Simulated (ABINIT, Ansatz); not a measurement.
**One structure in several programs: BaMg3 (Pmm2, 4 atoms in the cell)**

Self-consistent single point.

```
BaMg3
1.0
    3.63340     0.00000     0.00000
    0.00000     5.19982     0.00000
    0.00000     0.00000     6.71728
Ba Mg
1 3
Direct
  0.00000   0.00000   0.15934
  0.50000   0.00000   0.65900
  0.50000   0.50000   0.40545
  0.00000   0.50000   0.77620
```

Shared settings, as Ansatz (a first-principles code) writes them: kpoints.mp_grid.grid = 7 5 4; magnetization.spin_orbit = true; scf.occupations.method = gaussian; scf.occupations.width = 0.1 eV. Potentials and cutoffs stand in the table.

```
code                                                           model  pressure (GPa)  largest force (eV/Å)   cutoff
------  ------------------------------------------------------------  --------------  --------------------  -------
Ansatz  LDA (PW92) with spin-orbit coupling, PAW files made with PBE           -1.23                 0.027  default
ABINIT       LDA (PW92), spin-orbit coupling, PAW (JTH v2.0 LDA PAW)           -1.24                 0.024    20 Ha
```

Size of the force on each atom (eV/Å): Sizes of forces hide their directions.

```csv
code,Ba1,Mg2,Mg3,Mg4
Ansatz,0.000,0.027,0.014,0.014
ABINIT,0.004,0.024,0.012,0.016
```

The spread over the programs that give each value: pressure within 0.01 GPa; largest force within 0.003 eV/Å.

Ansatz's pressure is given at a fixed set of plane waves, as the other plane-wave codes print theirs.

The starting cell comes from a database of computed structures (which also holds hypothetical and non-ambient phases and stackings), without a prior relaxation at this level. Its lattice was rescaled by a random factor within 2.5 % of one.

Left out of this page: Elk (not drawn, or without a comparable value).

Keys are those of Ansatz 0.2.
